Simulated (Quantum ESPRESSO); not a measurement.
Refining one setting for LaMg14Sb (Amm2, 16 atoms in the cell)

```
LaMg14Sb
1.0
   10.48855     0.00000     0.00000
    0.00000     3.23515     5.72246
    0.00000    -3.23515     5.72246
La Mg Sb
1 14 1
Direct
  0.50000   0.16691   0.16691
  0.00000   0.16710   0.16710
  0.00000   0.66765   0.66765
  0.50000   0.17128   0.66314
  0.50000   0.66314   0.17128
  0.00000   0.16567   0.66773
  0.00000   0.66773   0.16567
  0.24089   0.33365   0.82893
  0.75911   0.82893   0.33365
  0.75911   0.33365   0.82893
  0.24089   0.82893   0.33365
  0.24263   0.33617   0.33617
  0.75737   0.33617   0.33617
  0.25115   0.83448   0.83448
  0.74885   0.83448   0.83448
  0.50000   0.66409   0.66409
```

Level of theory: LDA (PZ), GBRV 1.5 ultrasoft (LDA) pseudopotentials (plane waves; Quantum ESPRESSO 7.5).

The starting cell comes from a database of computed structures (which also holds hypothetical and non-ambient phases and stackings), without a prior relaxation at this level.

Held fixed: occupations = smearing; smearing = gaussian; degauss = 0.019992 Ry; potentials = {La: la_lda_v1.uspp.F.UPF, Mg: mg_lda_v1.4.uspp.F.UPF, Sb: sb_lda_v1.4.uspp.F.UPF}; K_POINTS = automatic 2 4 4 0 0 0; conv_thr = 1e-10 Ry. Moved along with it: ecutrho.

ΔF is the free energy per atom less that of the last row (40 Ry).

The series runs over ecutwfc = 16 Ry; 20 Ry; 24 Ry; 28 Ry; 32 Ry; 36 Ry; 40 Ry.

Question: From which setting on does the largest force stay within 0.02 eV/Å of the last one?

Answer: From ecutwfc = 20 Ry on; the one before it is off by 0.097 eV/Å. The value it settles on is 0.070 eV/Å at this level of theory and with the other settings as held.

Question: From which setting on does the pressure stay within 1 GPa of the last one?

Answer: From ecutwfc = 36 Ry on; the one before it is off by 3.9 GPa. Only the last setting checks this, so the series should go further.

```json
[
 {"ecutwfc": "16 Ry", "ΔF (meV/atom)": "25249.8", "pressure (GPa)": "-591.68", "largest force (eV/Å)": "0.167", "plane waves": "2848", "iterations": "19"},
 {"ecutwfc": "20 Ry", "ΔF (meV/atom)": "6638.4", "pressure (GPa)": "-201.00", "largest force (eV/Å)": "0.084", "plane waves": "3972", "iterations": "16"},
 {"ecutwfc": "24 Ry", "ΔF (meV/atom)": "1628.9", "pressure (GPa)": "-65.42", "largest force (eV/Å)": "0.070", "plane waves": "5222", "iterations": "15"},
 {"ecutwfc": "28 Ry", "ΔF (meV/atom)": "341.2", "pressure (GPa)": "-20.14", "largest force (eV/Å)": "0.070", "plane waves": "6574", "iterations": "15"},
 {"ecutwfc": "32 Ry", "ΔF (meV/atom)": "49.8", "pressure (GPa)": "-6.12", "largest force (eV/Å)": "0.070", "plane waves": "8039", "iterations": "15"},
 {"ecutwfc": "36 Ry", "ΔF (meV/atom)": "3.0", "pressure (GPa)": "-2.68", "largest force (eV/Å)": "0.070", "plane waves": "9596", "iterations": "15"},
 {"ecutwfc": "40 Ry", "ΔF (meV/atom)": "0.00", "pressure (GPa)": "-2.23", "largest force (eV/Å)": "0.070", "plane waves": "11271", "iterations": "15"}
]
```
